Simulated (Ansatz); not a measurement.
**Si (diamond structure), cut as (111) film, 10 layers, ended by OH**

Cell contents Si10O2H2 (14 atoms). Vacuum separates the object from its periodic images.

All values below come from PBE (plane waves to 420 eV, PAW; Ansatz, a quantum-chemistry and plane-wave program).

k-points: Γ-centred 8×8×1 mesh; occupations: Fermi-Dirac, 0.020 eV; spin polarisation not allowed. Scalar-relativistic, no spin-orbit coupling.

 The in-plane lattice is held at the bulk value.

```yaml
electronic_character: not metallic
Kohn-Sham band gap: 0.75 eV
character of the gap on the mesh and a band path of the cell's zone: indirect (the cell's symmetry is low, so an edge off the path may lie nearer)
k-point of the valence-band top (reciprocal lattice units): (0.000, 0.000, 0.000)
k-point of the conduction-band bottom (reciprocal lattice units): (0.444, 0.000, 0.000)
depth_of_the_highest_filled_level_under_the_vacuum_level: 4.29 eV
depth_of_the_lowest_empty_level_under_the_vacuum_level: 3.54 eV
weight_of_the_highest_filled_level_on_the_outer_atoms_and_the_ending: 0.30
weight_of_the_lowest_empty_level_on_the_outer_atoms_and_the_ending: 0.08
hole_mass_of_the_top_band_at_the_zone_centre: 0.95 mₑ along the first reciprocal vector; not resolved along the other
change_of_bonding_against_the_cut: none
number of neighbours within 2.840 Å (ending not counted): 3 for 2 atoms, 4 for 8 atoms
mean Si-Si distance (least to greatest): 2.367 Å (2.358 to 2.369)
cost_of_relaxation_and_final_run: about 0.1 core-hours (a rough figure)
```
